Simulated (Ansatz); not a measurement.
# Effect of pressure 3 GPa on Be2C

Base system: Be2C (space group Fm-3m, No. 225; a = 4.3107 Å).

It is then changed as follows: a hydrostatic pressure of 3 GPa.

Level of theory: Ansatz (a quantum-chemistry and plane-wave program), PBEsol, PAW, cutoff 420 eV, no spin-orbit coupling. Γ-centred 13×13×13 mesh, Fermi–Dirac width 0.05 eV.

The volume per atom shrinks by 0.094 Å³ (6.68 Å³ → 6.58 Å³) and the density increases by 0.04 g/cm³ (2.49 g/cm³ → 2.53 g/cm³). The lattice parameter a falls by 0.0204 Å, from 4.311 Å to 4.290 Å and the shortest interatomic distance decreases by 0.009 Å (1.867 Å → 1.858 Å). The enthalpy H = E + PV relative to the base's energy amounts to +0.12 eV/atom and the band gap remains 1.08 eV. The gap character is still indirect, Γ → X and the smallest direct gap increases by 0.026 eV (4.12 eV → 4.14 eV). The width of the top valence band grows by 0.053 eV to 6.02 eV and the electron mass stays 0.70 mₑ along k, 0.23 mₑ across (at X). The hole mass (degenerate bands, along [100]) becomes 0.25, 0.25, 0.43 mₑ (at Γ) (base: 0.26, 0.26, 0.42 mₑ (at Γ)).

Load acts through the strain it causes; cell and atoms are relaxed under it. Effective masses come from finite differences of ±0.01 Å⁻¹. Along k means along the line from Γ to the band edge. No phonon test of stability was made.
